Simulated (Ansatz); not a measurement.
An Ansatz (a first-principles code) run: Pd with a change (Pd → Ag); r2SCAN (Ansatz), without spin-orbit coupling.

Input:

Ansatz 0.2 input:
```yaml
crystal:
  lattice:
    - [0, 2.0525940631, 2.0525940631]
    - [2.0525940631, 0, 2.0525940631]
    - [2.0525940631, 2.0525940631, 0]
  atoms:
    - { symbol: Ag, position: [0, 0, 0] }
basis: { ecutwfc: 500, ecutrho_ratio: 4, xc_grid: 4, fft_grid_basis: typed }
kpoints: { mp_grid: { grid: [19, 19, 19] } }
hamiltonian:
  xc: r2scan
  dispersion: none
  pseudopotentials: { kind: paw }
scf: { occupations: { method: fermi_dirac, width: 0.05 }, convergence: { dr2_threshold: 0.0000000001 } }
output: { forces: true, stress: true }
checkpoint: { write: state.ck, write_every: 1000 }
```

Output:

```
WARN ansatz: RAYON_NUM_THREADS=2 ignored (pool sized by the plan → 2); use --threads N
Pseudopotentials: kind: paw
Pseudopotential: Ag, paw, valence charge 19
Functional definition: r2SCAN
Crystal: 1 atoms, lattice volume = 17.296 Å³
Basis set: ecut = 500 eV, 459 PW (Γ), exchange–correlation on 96×96×96 points (64 copies of the dense FFT grid, shifted against one another)
Bands: 14, of which v1, the nominal top of the filled ones, is band 10 counted from 1 (9 counted from 0)
Symmetry: 48 space group operations
Space group: Fm-3m (ITA 225), of the structure as read, at distance tolerance 2.6e-5 Å
k-points: 220 of 6859
PAW frozen core: Ag, regenerated for the run's functional
Initial density: superposition of atomic densities (neutral atoms: chi_scale 0, normalization atom), corrected by the library's trained network
Initial wavefunctions: pseudopotential atomic-orbital guess
Eigensolver: davidson
Functional: x = r2scan, c = r2scan; τ floored in thin density (d = 2e-4 eV/Å³)
SCF iter   1: F=—  HF=-7603.946133 eV  |F-HF|=—  |Δ(HF+E_count)|=         —  Δρ=1.09e-2  dr2=1.91e-2  dr2_τ=5.69e-4  ethr=1.77e-3  ⟨swp⟩=4.7  Hψ=15909  notcnv=0
all-band conjugate gradients solve this SCF's bands
preconditioner: auto → none
SCF iter   2: F=—  HF=-7603.942583 eV  |F-HF|=—  |Δ(HF+E_count)|=   3.55e-3  Δρ=5.46e-3  dr2=3.58e-3  dr2_τ=4.57e-4  ethr=1.01e-4  ⟨swp⟩=2.0  Hψ=5742  notcnv=0  defer=62
SCF iter   3: F=—  HF=-7603.942777 eV  |F-HF|=—  |Δ(HF+E_count)|=   1.94e-4  Δρ=1.45e-3  dr2=3.80e-4  dr2_τ=1.13e-5  ethr=1.88e-5  ⟨swp⟩=1.8  Hψ=3518  notcnv=0  defer=62
SCF iter   4: F=—  HF=-7603.942762 eV  |F-HF|=—  |Δ(HF+E_count)|=   1.55e-5  Δρ=3.32e-4  dr2=1.32e-5  dr2_τ=1.03e-6  ethr=2.00e-6  ⟨swp⟩=2.0  Hψ=4126  notcnv=0  defer=62
SCF iter   5: F=—  HF=-7603.942761 eV  |F-HF|=—  |Δ(HF+E_count)|=   3.72e-7  Δρ=6.83e-5  dr2=6.05e-7  dr2_τ=2.40e-8  ethr=6.93e-8  ⟨swp⟩=2.6  Hψ=5131  notcnv=0  defer=62
SCF iter   6: F=—  HF=-7603.942756 eV  |F-HF|=—  |Δ(HF+E_count)|=   4.89e-6  Δρ=6.70e-6  dr2=4.97e-9  dr2_τ=2.67e-10  ethr=3.18e-9  ⟨swp⟩=2.5  Hψ=4955  notcnv=0  defer=62
SCF iter   7: F=-7603.942756 eV  HF=-7603.942756 eV  |F-HF|=8.91e-11  |Δ(HF+E_count)|=   6.43e-9  Δρ=5.80e-7  dr2=2.74e-11  dr2_τ=7.92e-12  ethr=1.00e-12  ⟨swp⟩=2.8  Hψ=12251  notcnv=0
SCF 1 converged in 7 iterations: F = -7603.942756 eV  dr2 = 2.74e-11
SCF converged after 7 iterations
Free energy (F): -7603.942756 eV
Harris-Foulkes:  -7603.942756 eV  (|F-HF|=8.91e-11)
Internal energy: -7603.939618 eV  (E = F + TS)
E sigma→0 (E₀):  -7603.941187 eV
Entropy (-TS):   -0.003138 eV (-3.138 meV/atom)
Fermi energy:    17.111073 eV
--- Per-component energies (eV) ---
  E_band       = -259.647073
  E_kinetic    = 528.060730
  E_local      = -2220.486233  (includes V_loc(G=0)·N_el)
  E_nonlocal   = 81.255889
  E_hartree    = 1011.394154
  E_xc         = -178.451024
  E_vxc        = -262.909608  (∫ρ·V_xc dr)
  E_paw        = -3922.369778  (= ΣΔE_a)
  E_vpaw       = -427.285291  (= ΣTr[D̂ρ^β])
  E_aug_tail   = 0.000061  (compensation charges beyond the density's cutoff)
  E_vtau       = 18.929095  (kinetic-family band-sum trace: ∫τ·v_τ [+ j·A + Jᵃ·Aᵃ] dr)
  E_ewald      = -2902.834108
  E_core_change = -0.509311  (= ΣΔE_core)
  E_smearing   = -0.003138  (= −TS)
  E_closure    = 0.000000  (closes the sum)
  Σ components = -7603.942756   (vs F -7603.942756, Δ=0.00e0)
  [band-id]    e_kinetic+e_local+e_nonlocal+2·e_hartree+e_vxc+e_vpaw+e_augmentation_tail+e_vtau = -259.647048   (vs E_band -259.647073, Δ=2.51e-5)
--- Forces (eV/Å), atoms counted from 1 ---
  atom   1  Ag     0.00000000     0.00000000    -0.00000000
  max |Σ_I F_I| component: 5.75e-32 eV/Å
--- Stress (GPa, compression-positive) ---
        0.000170       0.000000       0.000000
        0.000000       0.000170       0.000000
        0.000000       0.000000       0.000170
  P = ⅓ Tr σ = 0.0002 GPa (0.002 kbar)
  The stress holds the Pulay correction. Without it, at fixed plane waves, as pw.x and ABINIT print it: P = -0.0955 GPa
  The stress includes an estimate of the error left by incomplete SCF convergence (largest component -0.0001 GPa).
--- Band table ---
  band table: none
```

Whether these cells are dynamically stable was not tested. The cell was made from Pd by this change: Pd → Ag.
